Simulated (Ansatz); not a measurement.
Structures of equal composition on the (111) surface of fcc Cu: a layer of Mo in place of the second plane; a layer of Mo in place of the third plane. The slabs share one bottom face, and each structure is named by its start. These are constructed structures in small cells; real faces may alloy, dewet or reconstruct in larger ones, and not all known structures of the face are among them. Slabs of about 11 Å, Fermi-Dirac smearing of 0.1 eV. Bottom of the slabs: a bare face, its two planes held. Relaxed from the named starts with such symmetry as they have, on meshes of like density; energies extrapolated to zero smearing; spin only where a row says so; no spin-orbit coupling, no U. Brackets mark spin-polarised runs, whose order is one that fits the cell.

Level of theory: PBE (plane waves to 420 eV, PAW; Ansatz, a quantum-chemistry and plane-wave program).

Task: Order them by energy per 1x1 cell (lowest first) at the level PBE.

Result: a layer of Mo in place of the third plane (0.000 eV), a layer of Mo in place of the second plane (0.169 eV)
